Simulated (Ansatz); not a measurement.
Evanescent states of CdS (F-43m, zinc blende, 2 atoms a cell, 25.5 Å³ an atom) along the normal of (110)

Level of theory: r2SCAN (plane waves, PAW; Ansatz, a program for electronic structure).

The gap is the functional's own, uncorrected, and κ follows it; spin-orbit coupling is left out. Mid-gap means the computed energy nearest the middle.

Energies count from the valence-band top; κ is the least over a 8×6 mesh across the current.

```csv
E (eV),κ (1/Å),where
0.04,0.040,Γ
0.14,0.068,Γ
0.23,0.085,Γ
0.32,0.097,Γ
0.41,0.106,Γ
0.49,0.112,Γ
0.58,0.117,Γ
0.68,0.120,Γ
0.77,0.121,Γ
0.85,0.120,Γ
0.94,0.118,Γ
1.03,0.114,Γ
1.12,0.108,Γ
1.22,0.099,Γ
1.30,0.087,Γ
1.40,0.070,Γ
1.49,0.043,Γ
```

Problem. How thick must the barrier be to attenuate the transmission by 10^6 when the electrodes' Fermi level lies at 0.85 eV, and what attenuation does that film give at 0.14 eV?

Solution. d = 6 ln 10 / (2 × 0.120) = 57.6 Å. At 0.14 eV it gives 6 × 0.068/0.120 = 3.4 decades.
